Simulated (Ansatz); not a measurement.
The reference is WC (space group P-6m2, No. 187; a = 2.8843 Å, c = 2.8115 Å; relaxed with 0.1 eV smearing).

The values are results of LDA/PAW in Ansatz (a program for electronic structure), no SOC, not measurements.

Base values:

The pressure is 0.0 GPa.

Now apply this change: an isotropic linear strain of +3.00 %; the atoms relax in the strained cell.

Problem. What happens to the pressure?

Solution. The pressure (mean of the normal stresses, compression positive) goes from zero to -31.2 GPa.

Problem. What happens to the energy relative to the base?

Solution. The energy rises by 99 meV/atom.

Whether these cells are dynamically stable was not tested. The final runs are not spin-polarised.
